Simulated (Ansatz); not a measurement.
# GaCuSe2: response to strain

Consider GaCuSe2 in the chalcopyrite structure (space group I-42d, No. 122; a = 5.672 Å, c = 11.263 Å). Axes: x, y, z lie along a, b, c of the conventional cell.

Strains are applied to the cell and any free atomic positions relax.

Calculations: plane-wave PAW DFT at the PBE level (Ansatz, a quantum-chemistry and plane-wave program, 420 eV), scalar-relativistic without spin-orbit coupling.

Candidates:
(a) uniaxial strain ε_zz = −0.75 %
(b) uniaxial strain ε_zz = −2.25 %
(c) uniaxial strain ε_zz = −3.00 %
(d) uniaxial strain ε_zz = −1.50 %

Notes on the quantities. energy relative to the base: free energy F.

Problem. Order them by energy relative to the base, highest first.

Solution. (c) uniaxial strain ε_zz = −3.00 % (+5.5 meV/atom), (b) uniaxial strain ε_zz = −2.25 % (+3.1 meV/atom), (d) uniaxial strain ε_zz = −1.50 % (+1.4 meV/atom), (a) uniaxial strain ε_zz = −0.75 % (+0.3 meV/atom)

Whether these cells are dynamically stable was not tested. The final runs are not spin-polarised.
